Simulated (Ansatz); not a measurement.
Br on the 1x1 (110) surface of bcc W, one in a 2x2 cell, energies for each (28.7 Å²). Energies are against ½ Br2(g), without zero-point or thermal terms; each row is named by its start.

The numbers are results of PBE (plane waves to 420 eV, PAW; Ansatz, a first-principles code), not measurements.

Slab: 17 atoms, 6.6 Å thick at the start under the adsorbate (thin: gaps and levels are the slab's own); k 6x6x1, smearing 0.1 eV, dipole-corrected; 8 atoms held, the rest relaxed; each run with such symmetry as its start has; no spin, no spin-orbit, no U, no dispersion correction.

A negative adsorption energy means that the adsorbate is more stable on the surface than in its reference. Heights count from the host atoms within 0.3 Å of the top one.

```json
[
 {"starting site": "top W", "E_ads (eV)": "-1.87", "height (Å)": "2.63", "nearest host atom (Å)": "W 2.49", "bonded to": "W", "Δ work function (eV)": "[?]", "lateral drift (Å)": "0.0"},
 {"starting site": "hollow W-W-W", "E_ads (eV)": "[?]", "height (Å)": "2.13", "nearest host atom (Å)": "W 2.64", "bonded to": "3 W", "Δ work function (eV)": "-0.57", "lateral drift (Å)": "0.2"},
 {"starting site": "bridge W-W (span 2.8 Å)", "E_ads (eV)": "-2.29", "height (Å)": "2.29", "nearest host atom (Å)": "W 2.65", "bonded to": "2 W", "Δ work function (eV)": "-0.23", "lateral drift (Å)": "0.0"},
 {"starting site": "bridge W-W (span 3.2 Å)", "E_ads (eV)": "-2.24", "height (Å)": "2.13", "nearest host atom (Å)": "W 2.68", "bonded to": "4 W", "Δ work function (eV)": "[?]", "lateral drift (Å)": "0.0"}
]
```

Problem. What belongs in the gaps?

Solution. 
- top W, Δ work function (eV): 0.24
- hollow W-W-W, E_ads (eV): -2.43
- bridge W-W (span 3.2 Å), Δ work function (eV): -0.66
